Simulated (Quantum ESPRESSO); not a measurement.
Input and output of a self-consistent single point for MnS (P3m1, 4 atoms in the cell) (Quantum ESPRESSO).

Computed with LDA (PZ), GBRV 1.5 ultrasoft (LDA) pseudopotentials (plane waves; Quantum ESPRESSO).

The change in words: lattice scaled by 0.98; ecutwfc: 50 Ry → 17.5 Ry; ecutrho: 400 Ry → 140 Ry. Reference geometry:
```
MnS
1.0
    3.97335     0.00000     0.00000
   -1.98667     3.44102     0.00000
    0.00000     0.00000     6.37424
Mn S
2 2
Cartesian
  0.00000   2.29402   6.41685
  1.98668   1.14701   3.17985
  1.98668   1.14701   0.80411
  0.00000   2.29402   3.99117
```
Moments meant for the start (each program seeds them in its own way; μB, in the order of the atoms Mn Mn S S): 4.0 4.0 0.0 0.0.

Reference input (self-consistent single point, DFT, LDA (PZ), plane waves, GBRV 1.5 ultrasoft (LDA) pseudopotentials): ecutwfc = 50 Ry; ecutrho = 400 Ry; occupations = smearing; smearing = fermi-dirac; degauss = 0.0073499 Ry; nspin = 2; potentials = {Mn: mn_lda_v1.5.uspp.F.UPF, S: s_lda_v1.4.uspp.F.UPF}; K_POINTS = automatic 4 4 2 0 0 0; conv_thr = 1e-10 Ry; mixing_beta = 0.3. This run's input differs from it in these lines:

```diff
@@ -10,8 +10,8 @@
    ibrav = 4,
-   celldm(1) = 7.5085402749,
-   celldm(3) = 1.604249705105,
+   celldm(1) = 7.3583698899,
+   celldm(3) = 1.604249577488,
    nat = 4,
    ntyp = 2,
-   ecutwfc = 50,
-   ecutrho = 400,
+   ecutwfc = 17.5,
+   ecutrho = 140,
    occupations = 'smearing',
```

The program printed (abridged):

```
     Self-consistent Calculation

     iteration #  1     ecut=    17.50 Ry     beta= 0.30

     total energy              =    -463.13876125 Ry
     estimated scf accuracy    <       8.99889315 Ry

     total magnetization       =     4.85 Bohr mag/cell
     absolute magnetization    =     5.04 Bohr mag/cell

     iteration #  2     ecut=    17.50 Ry     beta= 0.30

     total energy              =    -464.63113348 Ry
     estimated scf accuracy    <       4.65148667 Ry

     total magnetization       =     3.32 Bohr mag/cell
     absolute magnetization    =     4.27 Bohr mag/cell

     iteration #  3     ecut=    17.50 Ry     beta= 0.30

   [... lines left out ...]

   [... 95 blocks of this kind left out ...]

     iteration # 99     ecut=    17.50 Ry     beta= 0.30

     total energy              =    -465.29136544 Ry
     estimated scf accuracy    <       0.00002988 Ry

     total magnetization       =     7.25 Bohr mag/cell
     absolute magnetization    =     7.28 Bohr mag/cell

     iteration #100     ecut=    17.50 Ry     beta= 0.30

     total energy              =    -465.29136367 Ry
     estimated scf accuracy    <       0.00003017 Ry

     total magnetization       =     7.25 Bohr mag/cell
     absolute magnetization    =     7.28 Bohr mag/cell
     End of self-consistent calculation

     convergence NOT achieved after 100 iterations: stopping

   JOB DONE.
```

The run ended unconverged after 100 iterations. 

The starting cell comes from a database of computed structures (which also holds hypothetical and non-ambient phases and stackings), without a prior relaxation at this level. Its lattice was rescaled by up to half a per cent. One atom was moved a little off its site on purpose. For this run, on top of that: lattice scaled by 0.98.

Cost on one core of a shared machine: roughly 40 s.
